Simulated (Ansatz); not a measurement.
The starting structures come from a database of crystals and need not be the phases stable at ambient conditions.

Crystal: Al₃BC (P6_3/mmc, not sure to be the ambient phase, 10 atoms a cell, 12.0 Å³ an atom); planes in its conventional cell.

Calculation: PBEsol (plane waves, PAW; Ansatz, a quantum-chemistry and plane-wave program).

The gap is the functional's own. No spin-orbit coupling. Mid-gap values are interpolated on the energy grid.

```
plane  area of the cell (Å²)  mid-gap κ (1/Å)  largest κ in the gap (1/Å)
-----  ---------------------  ---------------  --------------------------
(110)                   69.1             0.08                        0.08
(001)                   10.5              [?]                         [?]
```

Problem. The slowest decay depends on the direction. Supply the withheld values.

Solution. 
- (001), mid-gap κ (1/Å): 0.11
- (001), largest κ in the gap (1/Å): 0.12
